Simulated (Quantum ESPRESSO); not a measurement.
**One base run on Ta3B4W3 (P1, 10 atoms in the cell) and variants with one or two settings moved**

```yaml
crystal:
  lattice:
    - [3.22514, 0.00000, 0.00000]
    - [0.00000, 4.34342, 4.36265]
    - [0.00000, -4.34342, 4.36265]
  atoms:
    - { symbol: Ta, position: [0.00502, 0.49474, 0.00142] }
    - { symbol: Ta, position: [0.00458, 0.00125, 0.49632] }
    - { symbol: Ta, position: [0.51173, 0.83017, 0.82297] }
    - { symbol: B, position: [0.98546, 0.38966, 0.39109] }
    - { symbol: B, position: [0.99911, 0.61033, 0.60549] }
    - { symbol: B, position: [0.00629, 0.11497, 0.89209] }
    - { symbol: B, position: [0.99185, 0.88741, 0.10906] }
    - { symbol: W, position: [0.49490, 0.17083, 0.17860] }
    - { symbol: W, position: [0.49766, 0.67262, 0.32950] }
    - { symbol: W, position: [0.50340, 0.32803, 0.67346] }
```

Base run A: PBEsol, SSSP 1.1.2 efficiency (PBE) pseudopotentials in Quantum ESPRESSO, self-consistent single point.

Its settings: ecutwfc = 40 Ry; ecutrho = 320 Ry; occupations = smearing; smearing = methfessel-paxton; degauss = 0.0036749 Ry; input_dft = pbesol; potentials = {Ta: Ta_pbe_v1.uspp.F.UPF, B: b_pbe_v1.4.uspp.F.UPF, W: W_pbe_v1.2.uspp.F.UPF}; K_POINTS = automatic 6 3 3 0 0 0; conv_thr = 1e-11 Ry; mixing_beta = 0.4.

The starting cell comes from a database of computed structures (which also holds hypothetical and non-ambient phases and stackings), without a prior relaxation at this level. Its atoms were displaced at random from the sites of space group no. 38. Spin polarisation is off. In the base run, with a pressure of about -11 GPa the cell is away from its equilibrium volume at this level. Without a gap this mesh is coarse (it stands for a supercell whose shortest vector is 18 Å).

ΔF is the free energy per atom less that of run A. 

Runs:
- B: K_POINTS: automatic 6 3 3 0 0 0 → automatic 6 3 3 1 1 1
- C: nosym: default → true
- D: degauss: 0.0036749 Ry → 0.002205 Ry; K_POINTS: automatic 6 3 3 0 0 0 → automatic 5 3 3 0 0 0
- E: lattice scaled by 0.97
- F: nbnd: default → 55
- G: mixing_beta: 0.4 → 0.5

| run | ΔF (meV/atom) | pressure (GPa) | largest force (eV/Å) | k-points |
|---|---|---|---|---|
| A | 0.00 | -10.72 | 0.775 | 28 |
| B | 4.4 | -10.74 | 0.762 | 27 |
| C | 0.00 | -10.72 | 0.775 | 28 |
| D | -0.84 | -10.80 | 0.800 | 23 |
| E | 38.3 | 19.65 | 1.022 | 28 |
| F | 0.00 | -10.72 | 0.775 | 28 |
| G | 0.00 | -10.72 | 0.775 | 28 |

Run B against A: The free energy rises by 4.4 meV/atom, the pressure stays near -10.74 GPa while the xx stress (positive for compression) goes from -11.45 to -10.84 GPa and the largest force goes from 0.775 to 0.762 eV/Å.

Run E against A: The free energy rises by 38.3 meV/atom, the pressure goes from -10.72 to 19.65 GPa and the largest force goes from 0.775 to 1.022 eV/Å.

Run D against A: The free energy stays essentially unchanged (within 1 meV/atom), the pressure stays near -10.80 GPa while the xx stress (positive for compression) goes from -11.45 to -10.60 GPa and the largest force goes from 0.775 to 0.800 eV/Å.
